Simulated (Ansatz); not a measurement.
CaO (model structure, F-43m, No. 216, 2 atoms in the cell) was calculated with PBEsol (Ansatz, a quantum-chemistry and plane-wave program, PAW).

Settings: plane-wave cutoff 520 eV, 12×12×12 k mesh, Fermi–Dirac smearing 0.01 eV, scalar-relativistic PAW data made under PBE.

Computed at the level's own relaxed cell.

```
CELL_PARAMETERS angstrom
      0.00000     2.58989     2.58989
      2.58989     0.00000     2.58989
      2.58989     2.58989     0.00000
ATOMIC_POSITIONS crystal
  Ca 0.00000 0.00000 0.00000
  O  0.25000 0.25000 0.25000
```

### Question
List the 8 lowest band energies at Γ above −25 eV (eV, relative to the valence band maximum), grouping those that round alike.

### Answer
At Γ: -17.86 (×3), -14.72, -0.67 (×3), 3.27.

Note: the relaxation could raise the start's symmetry but not lower it, so the cell can be a saddle point.

A model structure was made by putting elements into a prototype or built by hand; it is no filed structure, need not be a known phase, and can be a saddle point held by its symmetry.
